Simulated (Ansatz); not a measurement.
The starting structures come from a database of crystals and need not be the phases stable at ambient conditions.

By PBEsol, the system below comes out a metal.

Without scattering a metal conducts by its projected Fermi surface.

Given:

```
Al2Au
1.0
    4.16102     0.00000     0.00000
    0.00000     4.16102     0.00000
    2.08051    -2.08051     3.00233
Al Au
2 1
Direct
  0.75000   0.75000   0.50000
  0.25000   0.25000   0.50000
  0.00000   0.00000   0.00000
```

Space group of this cell: I4/mmm. The cell is strained (lengths across the current scaled by 0.98, ions clamped); by PBEsol its mean pressure is 5.0 GPa.

The current flows along the normal of the first two printed cell vectors, the (001) (indices of the unstrained crystal) plane of the conventional cell. No spin-orbit coupling; the value is a mean over 0.1 eV about the Fermi level.

Problem. Compute, with PBEsol run with Ansatz (a program for electronic structure), the ballistic conductance per area.

Solution. 0.74 × 10¹⁵ S/m² for both spins.
